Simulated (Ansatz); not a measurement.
The starting structures come from a database of crystals and need not be the phases stable at ambient conditions.

 Where the default PAW files enter, the runs use the earlier of Ansatz's two default sets.

The decay constant κ of evanescent states in the gap governs leakage through a thin film.

Given:

```xyz
8
Lattice="5.9598 0.0000 0.0000 0.0000 5.9598 0.0000 0.0000 0.0000 5.9598" Properties=species:S:1:pos:R:3 pbc="T T T"
Ta     0.0000     0.0000     0.0000
Cu     0.0000     2.9799     0.0000
Cu     2.9799     0.0000     0.0000
Cu     0.0000     0.0000     2.9799
Te     4.4312     1.5286     4.4312
Te     1.5286     1.5286     1.5286
Te     1.5286     4.4312     4.4312
Te     4.4312     4.4312     1.5286
```

Space group of this cell: P-43m. The cell is taken as given.

Transport runs along the normal of the first two printed cell vectors, the (001) plane of the conventional cell.

The gap is the functional's own. No spin-orbit coupling. Mid-gap values are interpolated on the energy grid.

**Question.** State the band gap and the smallest decay constant κ at mid-gap according to r2SCAN (Ansatz, a program for electronic structure).

**Answer.** Gap 1.32 eV on a 6×6×6 mesh; κ = 0.193 1/Å, at (0.500, 0.500) of the in-plane reciprocal vectors. At the zone centre, at the nearest computed energy, the slowest state has κ = 0.25 1/Å.
